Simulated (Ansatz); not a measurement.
The parent structure is CoSi$_{2}$ (space group Fm-3m, No. 225; not spin-polarised; relaxed with 0.1 eV smearing).

```
CoSi2
1.0
    0.00000     2.65775     2.65775
    2.65775     0.00000     2.65775
    2.65775     2.65775     0.00000
Co Si
1 2
Direct
  0.00000   0.00000   0.00000
  0.25000   0.25000   0.25000
  0.75000   0.75000   0.75000
```

Cartesian axes are those of the cell as printed.

Method: DFT with r2SCAN, PAW potentials and a 500 eV plane-wave cutoff in Ansatz (an electronic-structure program), no SOC.

It is then changed as follows: tensor shear ε_xy = −1.76 % (engineering shear γ = -0.0352), atoms relaxed at fixed cell.

### Question
Predict the stress tensor and what it implies for the stiffness.

### Answer
Stress of the strained cell less that of the base (GPa, compression positive):
```
   -0.1     3.6     0.0
    3.6    -0.1     0.0
    0.0     0.0     0.5
```

Then −Δσ/γ with γ = 2ε = -0.0352 gives secant stiffness values (nonlinear terms included at this strain): C66 ≈ 102 GPa.

As a check, the harmonic strain energy −½ V₀ Δσ:ε is 4.9 meV/atom; the computed energy rise is 5.0 meV/atom.

Stability against distortions was not tested. The final runs are not spin-polarised.
